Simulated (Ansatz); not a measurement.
Base system: ZnSe in the zinc blende structure (space group F-43m, No. 216).

```
CELL_PARAMETERS angstrom
      0.00000     2.86650     2.86650
      2.86650     0.00000     2.86650
      2.86650     2.86650     0.00000
ATOMIC_POSITIONS crystal
  Se 0.75000 0.75000 0.75000
  Zn 0.00000 0.00000 0.00000
```

Levels (all Ansatz, a program for electronic structure, PAW): PBE (420 eV, spin-orbit coupling left out); HSE06 (420 eV, spin-orbit coupling left out).

Its gap is 1.15 eV with PBE and 2.26 eV with HSE06.

Perturbation: the cell is scaled by 0.9699 in all directions, atoms relaxed at fixed cell.

With PBE the gap becomes 1.52 eV.

Q: If the HSE06 correction stayed the same, what would the HSE06 gap be, and what does the HSE06 run give?

A: A rigid correction of +1.11 eV gives 2.63 eV. The HSE06 run gives 2.68 eV, so the correction itself changes by +0.05 eV.

Single points use the geometry relaxed with PBE. The cells carry an imposed strain or load. No phonon test of stability was made.
